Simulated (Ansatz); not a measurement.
Results of PBEsol (Ansatz, a program for electronic structure, PAW) for Sc3Al (Pm-3m, No. 221, 4 atoms in the cell; start mp-978498).

Numerical settings: plane-wave cutoff 520 eV, 12×12×12 k mesh, Fermi–Dirac smearing 0.05 eV, scalar-relativistic PAW data made under PBE.

Cell (relaxed at this level):

```cif
data_AlSc3
_chemical_formula_sum 'Sc3 Al1'
_space_group_name_H-M_alt 'Pm-3m'
_space_group_IT_number 221
_space_group_name_Hall '-P 4 2 3'
_cell_length_a 4.37502
_cell_length_b 4.37502
_cell_length_c 4.37502
_cell_angle_alpha 90.000
_cell_angle_beta 90.000
_cell_angle_gamma 90.000
loop_
_atom_site_label
_atom_site_type_symbol
_atom_site_symmetry_multiplicity
_atom_site_Wyckoff_symbol
_atom_site_fract_x
_atom_site_fract_y
_atom_site_fract_z
_atom_site_occupancy
Sc1 Sc 3 c 0.00000 0.50000 0.50000 1
Al1 Al 1 a 0.00000 0.00000 0.00000 1
```

Q: Estimate the bulk modulus that the calculation returns.

A: 
- bulk modulus: 67.7 GPa

The run finds no gap.

Note: the bulk modulus is −V dP/dV from two relaxed cells at ±2 % in volume; the relaxation could not lower the start's symmetry, so the cell can be a saddle point above a distorted one.

Static lattice: no zero-point or thermal effects.

The result took about 40 core-seconds (a rough figure).

A start named mp-… is a Materials Project structure, which need not be a measured phase.
